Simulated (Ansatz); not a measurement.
# Hypothetical R3m CsPbBr3, carrier doping

Base system: CsPbBr3 (space group R3m, No. 160; a = 8.4743 Å, c = 10.4622 Å (hexagonal axes); a hypothetical phase, not in the database extracts checked).

Carriers are added at fixed cell with a uniform background; the Fermi–Dirac width is that of 300 K.

Method: Kohn–Sham DFT with the PBE functional, run in Ansatz (a first-principles code) with PAW and 420 eV plane waves, no spin-orbit coupling.

Notes on the quantities. Fermi level from band edge: Fermi level relative to the doped band's edge (positive inside the band; to 0.05 eV).

| variant | largest internal atomic displacement | gap character | Fermi level from band edge | gap between the host's bands |
|---|---|---|---|---|
| undoped | – | direct at T | – | 1.81 eV |
| electrons 2.0×10^21 cm⁻³ | 0.165 Å | direct at T | +0.50 eV | 1.89 eV |
| electrons 3.0×10^21 cm⁻³ | 0.220 Å | direct at T | +0.65 eV | 1.93 eV |
| electrons 5.0×10^21 cm⁻³ | ? | direct at T | ? | ? |
| holes 2.0×10^21 cm⁻³ | 0.194 Å | direct at T | +0.90 eV | 1.83 eV |
| holes 3.0×10^21 cm⁻³ | 0.193 Å | direct at H₂ | +0.95 eV | 1.98 eV |
| holes 5.0×10^21 cm⁻³ | 0.441 Å | indirect, T → H₀–L (11 % along) | +0.90 eV | 2.32 eV |

**Question.** What belongs in the blanks?

**Answer.** 
- electrons 5.0×10^21 cm⁻³, largest internal atomic displacement: 0.278 Å
- electrons 5.0×10^21 cm⁻³, Fermi level from band edge: +0.80 eV
- electrons 5.0×10^21 cm⁻³, gap between the host's bands: 1.94 eV

Carriers are added with a uniform compensating background; total energy and stress of such cells depend on the potential's zero and are not compared; many-body gap narrowing is missing at this level. Spin-orbit coupling, missing from the scalar runs, can matter with Pb. Whether these cells are dynamically stable was not tested.
